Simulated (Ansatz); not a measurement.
System: Zr₃N₄ (Pnma, No. 62, 28 atoms in the cell; start mp-277; a measured phase of this formula has another space group). Method: PBEsol (Ansatz, an electronic-structure program, plane waves, PAW).

Settings: plane-wave cutoff 520 eV, 4×8×4 k mesh (along the axes of the cell as run), Fermi–Dirac smearing 0.01 eV, scalar-relativistic PAW data made under PBE.

Cell (relaxed at this level):

```
CELL_PARAMETERS angstrom
      9.66031     0.00000     0.00000
      0.00000     3.26590     0.00000
      0.00000     0.00000    10.76910
ATOMIC_POSITIONS crystal
  Zr 0.73250 0.25000 0.64908
  Zr 0.26750 0.75000 0.35092
  Zr 0.76750 0.75000 0.14908
  Zr 0.23250 0.25000 0.85092
  Zr 0.60832 0.25000 0.90697
  Zr 0.39168 0.75000 0.09303
  Zr 0.89168 0.75000 0.40697
  Zr 0.10832 0.25000 0.59303
  Zr 0.56880 0.25000 0.37646
  Zr 0.43120 0.75000 0.62354
  Zr 0.93120 0.75000 0.87646
  Zr 0.06880 0.25000 0.12354
  N  0.39741 0.25000 0.97176
  N  0.60259 0.75000 0.02824
  N  0.10259 0.75000 0.47176
  N  0.89741 0.25000 0.52824
  N  0.00368 0.25000 0.77356
  N  0.99632 0.75000 0.22644
  N  0.49632 0.75000 0.27356
  N  0.50368 0.25000 0.72644
  N  0.85568 0.25000 0.01856
  N  0.14432 0.75000 0.98144
  N  0.64432 0.75000 0.51856
  N  0.35568 0.25000 0.48144
  N  0.73532 0.75000 0.78647
  N  0.26468 0.25000 0.21353
  N  0.76468 0.25000 0.28647
  N  0.23532 0.75000 0.71353
```

Task: Estimate the band gap and Γ–Γ gap that the calculation returns.

Result: 
* **band gap**: 1.01 eV (on the SCF k mesh)
* **Γ–Γ gap**: 1.09 eV

Note: the relaxation could not lower the start's symmetry, so the cell can be a saddle point above a distorted one.

Spin–orbit coupling is not included.

Computed values are for the static lattice.

It cost roughly 15 core-minutes of CPU time.

A start named mp-… is a Materials Project structure, which need not be a measured phase.
